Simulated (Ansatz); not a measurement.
```xyz
96
Lattice="28.221 0.000 0.000 14.110 19.955 -2.037 0.000 0.000 4.073" Properties=species:S:1:pos:R:3 pbc="T T T"
Ge     3.489    -0.007     1.477
Ge     3.460     2.481     1.756
Ge     5.811     3.334     1.771
Ge     5.841     5.825     1.920
Ge    -0.044    -0.045    -0.470
Ge    28.146     2.455    -0.188
Ge     2.279     3.313    -0.244
Ge    30.534     5.808    -0.060
Ge     4.669     6.652    -0.104
Ge    32.932     9.147    -0.040
Ge    29.362     6.643     2.008
Ge    29.409     9.137     2.147
Ge    10.542     0.010     1.647
Ge    10.512     2.504     1.883
Ge    12.849     3.332     2.274
Ge    12.899     5.820     2.238
Ge     7.008     0.015    -0.550
Ge     6.985     2.504    -0.286
Ge     9.337     3.341    -0.155
Ge     9.371     5.833    -0.042
Ge    11.727     6.651     0.172
Ge    11.771     9.139     0.171
Ge     8.198     6.661     1.989
Ge     8.237     9.154     2.026
Ge    10.599     9.970     2.179
Ge    10.649    12.458     2.143
Ge    12.985    13.286     2.534
Ge    12.955    15.780     2.770
Ge     7.069     9.989    -0.025
Ge    35.338    12.486    -0.092
Ge     9.483    13.309     0.053
Ge    37.706    15.807    -0.106
Ge    11.746    16.642     0.747
Ge    39.944    19.039    -2.394
Ge    36.475    16.716     1.784
Ge    36.452    19.067     0.663
Ge    17.583    -0.033     2.752
Ge    17.554     2.466     2.502
Ge    19.910     3.319     2.453
Ge    19.956     5.815     2.413
Ge    14.013    -0.017     0.450
Ge    14.015     2.481     0.291
Ge    16.381     3.303     0.435
Ge    16.429     5.801     0.369
Ge    18.786     6.643     0.384
Ge    18.828     9.137     0.447
Ge    15.261     6.636     2.391
Ge    15.300     9.128     2.428
Ge    17.657     9.965     2.496
Ge    17.687    12.456     2.645
Ge    20.037    13.309     2.661
Ge    20.009    15.797     2.940
Ge    14.127     9.957     0.386
Ge    14.160    12.449     0.498
Ge    16.512    13.286     0.629
Ge    16.489    15.775     0.893
Ge    18.827    16.637     0.953
Ge    18.781    19.108    -2.646
Ge    15.306    16.616     2.964
Ge    15.264    19.074    -0.546
Ge    24.589    -0.032     1.827
Ge    24.600     2.467     2.045
Ge    26.964     3.298     1.900
Ge    27.008     5.797     2.089
Ge    21.128    -0.009     0.638
Ge    21.084     2.486     0.417
Ge    23.425     3.322     0.072
Ge    23.481     5.815     0.196
Ge    25.838     6.647     0.093
Ge    25.881     9.143     0.250
Ge    22.310     6.653     2.270
Ge    22.357     9.147     2.408
Ge    24.711     9.992     2.328
Ge    24.755    12.492     2.516
Ge    27.118    13.323     2.371
Ge    27.130    15.822     2.590
Ge    21.184     9.982     0.404
Ge    21.219    12.477     0.587
Ge    23.572    13.335     0.531
Ge    23.541    15.835     0.813
Ge    25.885    16.707     0.701
Ge    25.862    19.104    -2.441
Ge    22.344    16.671     2.926
Ge    22.302    19.129    -0.584
Ge    31.762     9.975     2.003
Ge    31.809    12.471     1.964
Ge    34.164    13.324     1.914
Ge    34.135    15.823     1.665
Ge    28.237     9.975     0.148
Ge    28.294    12.468     0.271
Ge    30.635    13.304    -0.073
Ge    30.590    15.799    -0.294
Ge    32.933    16.662    -0.442
Ge    32.896    19.082    -1.251
Ge    29.377    16.677     1.717
Ge    29.354    19.029     0.596
```

Relaxed with PBE run with Ansatz (a first-principles code).

Which line defects does this cell hold, and where do they run?

Ge (diamond structure), 1/2<110> screw dipole: two lines along the third cell vector, Burgers vector (0.00, 0.00, 4.07) Å and its opposite, glide plane {111}, near (x, y) = (38, 18) Å and (27, 18) Å.
